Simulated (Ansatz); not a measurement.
## BaTiO3 under a change: x(Zr) = 0.5, 10 atoms, P4/mmm (arrangement A)

Start from BaTiO₃ in the cubic perovskite structure (space group Pm-3m, No. 221; a = 3.9940 Å).

The other end (x = 1) is BaZrO₃ in the cubic perovskite structure (space group Pm-3m, No. 221): 14.87 Å³/atom, gap 3.73 eV.

Modification: Zr replaces 50.0 % of the Ti, ordered in a cell of 10 atoms (starting symmetry P4/mmm) and fully relaxed.

Method: Kohn–Sham DFT with the r2SCAN functional, run in Ansatz (an electronic-structure program) with PAW and 500 eV plane waves, no spin-orbit coupling. Γ-centred 8×8×4 mesh, Fermi–Dirac width 0.05 eV, for the changed cell.

| quantity | base | changed | shift |
|---|---|---|---|
| volume per atom | 12.74 Å³ | 13.84 Å³ | +1.10 Å³ |
| band gap | 2.17 eV | 2.22 eV | +0.05 eV |
| gap character (in this cell's own zone, which can be folded) | – | indirect, M → Γ | – |
| mixing energy | – | +14 meV/atom | – |
| deviation of the volume from the linear (Vegard-type) interpolation | – | +0.3 % | – |
| bowing parameter b of this ordering, from Eg = [1−x] Eg[0] + x Eg[1] − b x [1−x] | – | 2.9 eV | – |

Cost of the whole job for the changed cell (relaxation, final SCF and bands): about 6 core-minutes (a rough figure).

Each cell is one ordered arrangement of few atoms, which overstates ordering effects compared with a random alloy. No phonon test of stability was made. All final runs are without spin polarisation. Many cubic perovskites are stable only at high temperature; tilts and polar distortions were not tested. This is not the structure that BaTiO3 has at room temperature and ambient pressure. Labels are those of the standard path for the cell's own space group.
